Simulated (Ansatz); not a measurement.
Take KBr in the rock salt structure (space group Fm-3m, No. 225) as the base.

```
KBr
1.0
    0.00000     3.27453     3.27453
    3.27453     0.00000     3.27453
    3.27453     3.27453     0.00000
K Br
1 1
Direct
  0.00000   0.00000   0.00000
  0.50000   0.50000   0.50000
```

The values are results of Ansatz (an electronic-structure program), PBEsol, PAW, cutoff 420 eV, no spin-orbit coupling, not measurements.

One change was made to it. Results:

The band gap goes up by 0.05 eV to 4.39 eV; the electron mass becomes 0.36 mₑ (at Γ) (base: 0.37 mₑ (at Γ)); the lattice parameter a falls by 0.040 Å (6.549 Å → 6.509 Å).

Task: Name the change that was made.
(A) pressure 0.7 GPa
(B) pressure 10 GPa
(C) pressure 0.3 GPa
(D) pressure 1.5 GPa
(E) pressure 7.5 GPa

Result: C, pressure 0.3 GPa. For comparison, the band gap in the other runs: pressure 7.5 GPa gives 5.12 eV; pressure 0.7 GPa gives 4.44 eV; pressure 10 GPa gives 5.05 eV; pressure 1.5 GPa gives 4.55 eV.

Load acts through the strain it causes; cell and atoms are relaxed under it. Effective masses come from finite differences of ±0.01 Å⁻¹. No phonon test of stability was made. Competing high-pressure phases were not computed.
